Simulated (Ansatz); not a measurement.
Take SnTe in the rock salt structure (space group Fm-3m, No. 225) as the base.

```
CELL_PARAMETERS angstrom
      0.00000     3.14456     3.14456
      3.14456     0.00000     3.14456
      3.14456     3.14456     0.00000
ATOMIC_POSITIONS crystal
  Sn 0.00000 0.00000 0.00000
  Te 0.50000 0.50000 0.50000
```

Cartesian axes are those of the cell as printed.

All numbers come from PBEsol (Ansatz, a quantum-chemistry and plane-wave program, PAW, scalar-relativistic without spin-orbit coupling).

Now apply this change: biaxial strain −1.50 %, plane normal [001], relaxed out of plane (Cartesian); in-plane vectors clamped, the third vector and the atoms free.

What happens to the in-plane stress and out-of-plane strain?

The mean in-plane stress (compression positive) is +2.3 GPa; the out-of-plane strain amounts to +0.04 %.

Stability against distortions was not tested.
